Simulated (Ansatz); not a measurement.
Consider C vacancy in 4H silicon carbide strained by +1.5 % along x and y, z held, charge state +2. The step: one C atom jumps into the vacancy from a nearby C site; the atom moves 3.09 Å along (-0.33, -0.66, 0.25) of the unit cell; the moving atom starts with neighbours Si at 1.87, 2 Si at 1.92, Si at 1.94 Å and ends with Si at 1.87, 2 Si at 1.92, Si at 1.95 Å. DFT values are from Ansatz (plane-wave PAW, 420 eV unless said) in a cell of 72 host sites, spin-restricted, static, with no finite-size correction. The charge state is imposed; whether it is stable for some Fermi level was not computed. Forms of the defect that were not tried may lie lower. For the PBE band: the saddle point's order was not checked, and it lies on a symmetry element of the cell, where a band can be held.

| Level | Forward barrier (eV) | Cost of the band or of the saddle's single point |
|---|---|---|
| CHGNet universal potential (has no charge state), its own band | 2.90 | - |
| PBE, a 2×2×2 k-point mesh shifted by half a step along c, band relaxed | 4.89 | around 50 core-minutes (rough) |

Ansatz is a first-principles code.
